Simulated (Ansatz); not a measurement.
# SiO2, response to strain

Start from SiO2 in the rutile structure (space group P4_2/mnm, No. 136; a = 4.155 Å, c = 2.661 Å).

Strains are applied to the cell and any free atomic positions relax.

The values are results of LDA (Ansatz, a program for electronic structure), scalar-relativistic without spin-orbit coupling, not measurements.

Notes on the quantities. pressure: mean of the normal stresses, compression positive.

```tsv
isotropic strain (%)	pressure (GPa)
-3	35.5
-2.4	27.2
-1.8	?
-1.2	12.5
-0.6	6.0
0	0.0
```

Task: Fit P = P₀ − Bδ + Cδ² with δ = (1 + ε)³ − 1 to the rows shown and predict the withheld row.

Result: Least squares on the printed values gives P₀ = 0.0 GPa, B = 312 GPa (at held cell shape), C = 1070 GPa (largest residual 0.1 GPa); this predicts 19.6 GPa, and the run gives 19.5 GPa, in agreement.

Stability against distortions was not tested.
